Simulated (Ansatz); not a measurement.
Band structure of Nb6AlGe (Pm-3, 8 atoms in the cell).

```
Nb6AlGe
1.0
    5.21768     0.00000     0.00000
    0.00000     5.21768     0.00000
    0.00000     0.00000     5.21768
Al Nb Ge
1 6 1
Direct
  0.50000   0.50000   0.50000
  0.00000   0.50000   0.74995
  0.00000   0.50000   0.25005
  0.74995   0.00000   0.50000
  0.25005   0.00000   0.50000
  0.50000   0.74995   0.00000
  0.50000   0.25005   0.00000
  0.00000   0.00000   0.00000
```

Method of the run: LDA (PW92), PAW files made with PBE (plane waves; Ansatz, an electronic-structure program).

Settings: kpoints.mp_grid.grid = 5 5 5; hamiltonian.xc = lda; hamiltonian.pseudopotentials = {kind: paw} (the program's default PAW files); scf.occupations.method = fermi_dirac; scf.occupations.width = 0.1 eV; kpoints.band_path.npoints = 8.

The starting cell comes from a database of computed structures (which also holds hypothetical and non-ambient phases and stackings), without a prior relaxation at this level. Its lattice was rescaled by a random factor within 2.5 % of one. Spin polarisation is off.

Levels in eV from the Fermi level, bands 45 to 52:
```json
[
 {"point": "Γ", "45": "-0.55", "46": "-0.55", "47": "-0.55", "48": "-0.03", "49": "-0.03", "50": "2.11", "51": "2.62", "52": "2.62"},
 {"point": "X", "45": "-0.81", "46": "-0.81", "47": "-0.78", "48": "-0.35", "49": "-0.25", "50": "1.60", "51": "1.69", "52": "2.31"},
 {"point": "M", "45": "0.10", "46": "0.30", "47": "0.33", "48": "0.39", "49": "0.53", "50": "0.64", "51": "0.65", "52": "0.81"},
 {"point": "R", "45": "-0.07", "46": "-0.05", "47": "-0.05", "48": "0.18", "49": "0.18", "50": "0.18", "51": "0.36", "52": "0.36"}
]
```

Bands cross the Fermi level along this path, so the cell is metallic at this level.

Keys are those of Ansatz 0.2.
